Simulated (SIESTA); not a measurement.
SIESTA run on a sheet of MgI2 (3 atoms in the cell): self-consistent single point.

Level of theory: GGA PBE, numerical atomic orbitals DZP, PseudoDojo PBE standard norm-conserving potentials (rewritten from UPF to PSML) run with SIESTA 5.4.2.

The change in words: lattice scaled in the plane by 0.98. Reference geometry:
```
CELL_PARAMETERS angstrom
      4.20082     0.00000     0.00000
     -2.10041     3.63802     0.00000
      0.00000     0.00000    17.33512
ATOMIC_POSITIONS crystal
  Mg 0.00000 0.00000 0.50000
  I  0.33333 0.66667 0.59620
  I  0.66667 0.33333 0.40381
```

Reference input (self-consistent single point, DFT, GGA PBE, numerical atomic orbitals DZP, PseudoDojo PBE standard norm-conserving potentials (rewritten from UPF to PSML)): XC.functional = GGA; XC.authors = PBE; potentials = PseudoDojo PBE standard; PAO.BasisSize = DZP; PAO.EnergyShift = 0.01 Ry; MeshCutoff = 400 Ry; kgrid.MonkhorstPack = 9 9 1; OccupationFunction = MP; OccupationMPOrder = 0; ElectronicTemperature = 0.136 eV; MaxSCFIterations = 150; SCF.Mixer.Method = Pulay. This run's input differs from it in these lines:

```diff
@@ -12,4 +12,4 @@
 %block LatticeVectors
-     4.200821000    0.000000000    0.000000000
-    -2.100411000    3.638018000    0.000000000
+     4.116805000    0.000000000    0.000000000
+    -2.058403000    3.565258000    0.000000000
      0.000000000    0.000000000   17.335116000
@@ -19,4 +19,4 @@
      0.000000000    0.000000000    8.667558000  1
-    -0.000002434    2.425346546   10.335109484  2
-     2.100412434    1.212671454    7.000006516  2
+    -0.000002392    2.376839855   10.335109484  2
+     2.058404392    1.188418145    7.000006516  2
 %endblock AtomicCoordinatesAndAtomicSpecies
```

Output (repeated stretches shortened):

```
        iscf     Eharris(eV)        E_KS(eV)     FreeEng(eV)     dDmax    Ef(eV) dHmax(eV)
   scf:    1    -2319.701415    -2319.448778    -2319.448778  1.612073 -2.554678  7.519296
   scf:    2    -2319.716539    -2319.590472    -2319.590472  0.015310 -2.987489  6.138344
   scf:    3    -2319.761510    -2319.742035    -2319.742035  0.048767 -1.983440  1.677868
   scf:    4    -2319.782940    -2319.767283    -2319.767283  0.017474 -2.744100  0.189606
   scf:    5    -2319.767204    -2319.767266    -2319.767266  0.006092 -2.885292  0.122124
   scf:    6    -2319.768358    -2319.767903    -2319.767903  0.003190 -2.870461  0.022844
   scf:    7    -2319.767961    -2319.767936    -2319.767936  0.000644 -2.869837  0.016701
   scf:    8    -2319.767952    -2319.767948    -2319.767948  0.000470 -2.867504  0.001844
   scf:    9    -2319.767949    -2319.767949    -2319.767949  0.000043 -2.867798  0.000294
SCF Convergence by DM+H criterion
max |DM_out - DM_in|         :     0.0000425676
max |H_out - H_in|      (eV) :     0.0002940179
SCF cycle converged after 9 iterations

Using DM_out to compute the final energy and forces

siesta: E_KS(eV) =            -2319.7679

siesta: E_KS - E_eggbox =     -2319.7679

siesta: Atomic forces (eV/Ang):
     1    0.000000    0.000000    0.000000
     2    0.000030   -0.000018    0.242031
     3   -0.000030    0.000018   -0.242031
   Tot    0.000000    0.000000    0.000000
   Max    0.242031
   Res    0.114094    sqrt( Sum f_i^2 / 3N )
   Max    0.242031    constrained

Stress tensor Voigt[x,y,z,yz,xz,xy] (kbar):       -3.07       -3.05       -5.15        0.00       -0.00        0.02
(Free)E + p*V (eV/cell)    -2319.1717
Target enthalpy (eV/cell)    -2319.7679

   [... lines left out ...]
siesta: FreeEng =     -2319.767949
   [... lines left out ...]

siesta: Cell volume =        254.435679 Ang**3

siesta: Pressure (static):
siesta:                Solid            Molecule  Units
siesta:           0.00002552          0.00001401  Ry/Bohr**3
siesta:           0.00234332          0.00128593  eV/Ang**3
siesta:           3.75441463          2.06028556  kBar

siesta: Electric dipole (a.u.)  =    0.000000    0.000000    0.000000
siesta: Electric dipole (Debye) =    0.000000    0.000000    0.000000
```

The run converged in 9 iterations. Against the reference run the free energy is nearly the same (within 1 meV/atom), the largest force goes from 0.065 to 0.242 eV/Å and the gap on the mesh hardly changes (3.944 to 3.950 eV).

The starting cell was generated: these elements placed on a structure prototype, without a prior relaxation; it need not be a known phase or ordering of this composition. Its lattice was rescaled in the plane by a random factor within 2.5 % of one. For this run, on top of that: lattice scaled in the plane by 0.98. Spin-orbit coupling is off. Values carry the incompleteness of an atom-centred basis.
